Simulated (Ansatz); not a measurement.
An Ansatz (a program for electronic structure) input (PBEsol (Ansatz; PAW; 420 eV plane waves; no spin-orbit coupling), earlier PAW set):

Ansatz 0.2 input:
```yaml
crystal:
  lattice:
    - [0, 2.9594205919, 2.9594205919]
    - [2.9695169495, -0.0100963576, 2.9695169495]
    - [2.9695169495, 2.9695169495, -0.0100963576]
  atoms:
    - { symbol: I, position: [0.75, 0.75, 0.75] }
    - { symbol: Cu, position: [0, 0, 0] }
basis: { ecutwfc: 420, ecutrho_ratio: 4, xc_grid: 2, fft_grid_basis: typed }
kpoints: { mp_grid: { grid: [10, 10, 10] } }
hamiltonian:
  xc: pbesol
  dispersion: none
  pseudopotentials: { azcp: { folder: ./paw }, kind: paw }
scf: { occupations: { method: fermi_dirac, width: 0.05 }, convergence: { dr2_threshold: 0.0000000002 } }
relax: { f_tol: 0.005, max_steps: 50 }
output: { forces: true, stress: true }
checkpoint: { write: state.ck, write_every: 1000 }
```

Q: Which symmetry and how many k-points will the program report, and about how many plane waves at Γ?

A: Space group Imm2 (ITA 44) with 4 operations, k-points 171 of 1000, and 969 plane waves at Γ.

The cells carry an imposed strain or load. Stability against distortions was not tested. The final runs are not spin-polarised. The cell was made from CuI in the zinc blende structure (space group F-43m, No. 216) by this change: tensor shear ε_yz = −0.34 %.
